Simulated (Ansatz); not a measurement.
The starting structures come from a database of crystals and need not be the phases stable at ambient conditions.

 Where the default PAW files enter, the runs use the earlier of Ansatz's two default sets.

The decay constant κ of evanescent states in the gap governs leakage through a thin film.

```yaml
crystal:
  lattice:
    - [3.91372, 0.00000, 0.00000]
    - [0.00000, 6.45439, 0.00000]
    - [1.95686, 0.00000, 3.38938]
  atoms:
    - { symbol: Ga, position: [0.33333, 0.00002, 0.33333] }
    - { symbol: Ga, position: [0.66667, 0.50002, 0.66667] }
    - { symbol: As, position: [0.33333, 0.62598, 0.33333] }
    - { symbol: As, position: [0.66667, 0.12598, 0.66667] }
```

Space group of this cell: P6_3mc, wurtzite. The cell is strained (all lengths scaled by 0.98); by r2SCAN its mean pressure is 5.0 GPa.

Transport runs along the normal of the first two printed cell vectors, the (100) plane of the conventional cell.

The gap is the functional's own. No spin-orbit coupling. Mid-gap values are interpolated on the energy grid.

Question: Compute, with r2SCAN in Ansatz (an electronic-structure program), the band gap and the smallest decay constant κ at mid-gap.

Answer: Gap 1.25 eV on a 10×6×10 mesh; κ = 0.084 1/Å, at the zone centre.
